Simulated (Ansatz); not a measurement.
# Migration barriers: Mg-vacancy pair in fcc Al, neutral cell

Defect migration in fcc Al: Mg-vacancy pair (Mg on one host Al site, one Al site vacant), neutral cell. All values below come from PBE, PAW (plane waves to 420 eV; Ansatz, a quantum-chemistry and plane-wave program).

Cell of 32 host sites held at the relaxed PBE lattice; a 4×4×4 k-point mesh shifted by half a step; Fermi-Dirac width 0.10 eV, spin-restricted; finite-size errors left in. Energies are static. Forms of the defect that were not tried may lie lower. The order of the sites in energy changes with the mesh.

Barriers: single points on a 6×6×6 k-point mesh shifted by half a step at the bands' geometries (they differ from the bands' own by up to 0.05 eV, and are uncertain by about as much).

```tsv
Route	Start site over the lowest site run (eV)	Hop (Å)	Forward barrier (eV)	Backward barrier (eV)	Neighbours at the start	Neighbours at the saddle	Saddle order	Forward, on the band's own sampling (eV)
direct exchange of Mg with the vacancy (Mg-vacancy distance between ideal sites 2.86 Å throughout)	0.07	2.61	0.45	0.45	4 Al at 2.85, 2 Al at 2.89, 4 Al at 2.94, Al at 3.00 Å	4 Al at 2.71, 4 Al at 3.15 Å	not checked, on a symmetry element	0.44
a nearby Al atom hops onto the vacant site (Mg-vacancy distance between ideal sites 2.86 → 4.04 Å)	0.07	2.76	0.52	0.55	5 Al at 2.83, Al at 2.88, 4 Al at 2.90, Al at 2.92 Å	2 Al at 2.63, 2 Al at 2.64, 2 Al at 3.11, Al at 3.16; Mg at 3.09 Å	not checked, on a symmetry element	0.50
a nearby Al atom hops onto the vacant site (Mg-vacancy distance between ideal sites 2.86 → 4.95 Å)	0.07	2.75	0.54	0.56	Al at 2.81, 2 Al at 2.82, Al at 2.83, Al at 2.84, Al at 2.85, 4 Al at 2.88, Al at 2.89 Å	2 Al at 2.63, 2 Al at 2.64, Al at 3.07, Al at 3.11, Al at 3.16, Al at 3.17 Å	not checked	0.57
a nearby Al atom hops onto the vacant site (Mg-vacancy distance between ideal sites 2.86 → 5.72 Å)	0.07	2.73	0.55	0.63	4 Al at 2.82, 2 Al at 2.83, 5 Al at 2.88 Å	4 Al at 2.62, 2 Al at 3.09, 2 Al at 3.11 Å	not checked, on a symmetry element	0.60
```

Paths come from climbing-image nudged elastic band runs. Of the routes that converged and passed our checks, the lowest saddle point lies 0.53 eV above the lowest of the sites run (direct exchange of Mg with the vacancy (Mg-vacancy distance between ideal sites 2.86 Å throughout)); other sites, such as split forms, and other routes may lie lower. A band can be held on a symmetry element, so unchecked saddle points there may be too high.

The whole set of runs took very roughly 1.9 core-hours.
